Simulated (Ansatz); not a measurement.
CsCl-type FeTi, treated with LDA in Ansatz (plane waves, PAW).

Numerical settings: plane-wave cutoff 520 eV, 18×18×18 k mesh, Fermi–Dirac smearing 0.05 eV, no spin polarisation, scalar-relativistic PAW data made under PBE.

Cell (relaxed at this level):

```cif
data_FeTi
_chemical_formula_sum 'Ti1 Fe1'
_space_group_name_H-M_alt 'Pm-3m'
_space_group_IT_number 221
_space_group_name_Hall '-P 4 2 3'
_cell_length_a 2.88557
_cell_length_b 2.88557
_cell_length_c 2.88557
_cell_angle_alpha 90.000
_cell_angle_beta 90.000
_cell_angle_gamma 90.000
loop_
_atom_site_label
_atom_site_type_symbol
_atom_site_symmetry_multiplicity
_atom_site_Wyckoff_symbol
_atom_site_fract_x
_atom_site_fract_y
_atom_site_fract_z
_atom_site_occupancy
Ti1 Ti 1 a 0.00000 0.00000 0.00000 1
Fe1 Fe 1 b 0.50000 0.50000 0.50000 1
```

Q: Predict the bulk modulus B0.

A: 
- bulk modulus B0: 226 GPa

The run finds no gap.

Note: the bulk modulus is −V dP/dV from two relaxed cells at ±2 % in volume; the volume lies 9 % below that of the published cell.

Computed values are for the static lattice.

It cost about 60 core-seconds (a rough figure) of CPU time.

Ansatz is a quantum-chemistry and plane-wave program.
